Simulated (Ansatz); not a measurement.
Start from AlRu in the CsCl type structure (space group Pm-3m, No. 221; a = 2.9545 Å; relaxed with 0.1 eV smearing). Axes: x, y, z lie along the cube axes.

The values are results of LDA (Ansatz, a program for electronic structure), scalar-relativistic without spin-orbit coupling, not measurements.

The change: the cell is stretched by 2.00 % along z with no lateral relaxation, atoms relaxed at fixed cell.

Predict the stress tensor and what it implies for the stiffness.

Stress of the strained cell less that of the base (GPa, compression positive):
```
   -3.2     0.0     0.0
    0.0    -3.2     0.0
    0.0     0.0    -6.6
```

Then −Δσ_ii/ε with ε = 0.0200 gives secant stiffness values (nonlinear terms included at this strain): C33 ≈ 331 GPa, C13 ≈ 160 GPa and C23 ≈ 160 GPa.

As a check, the harmonic strain energy −½ V₀ Δσ:ε is 5.3 meV/atom; the computed energy rise is 5.5 meV/atom.

Stability against distortions was not tested. All final runs are without spin polarisation.
